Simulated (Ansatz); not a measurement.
**Se, response to strain**

Start from Se (space group P3_121, No. 152; a = 4.5057 Å, c = 4.9913 Å; made of chains).

Strains are applied to the cell and any free atomic positions relax.

All numbers come from Ansatz (a first-principles code) r2SCAN, spin-orbit coupling left out.

| isotropic strain (%) | band gap (eV) |
|---|---|
| -1.55 | 1.40 |
| -0.33 | ? |
| 0 | 1.33 |
| 2.86 | 1.15 |
| 4.95 | 1.00 |

**Question.** Fit E_g = E₀ + Dε (ε in %) to the rows shown and predict the withheld row.

**Answer.** Least squares on the printed values gives E₀ = 1.32 eV, D = -62.0 meV per % of strain (largest residual 0.01 eV); this predicts 1.34 eV, and the run gives 1.34 eV, in agreement.

Stability against distortions was not tested. No dispersion term is included, though the crystal is made of layers, chains or molecules, so its spacings can come out too wide.
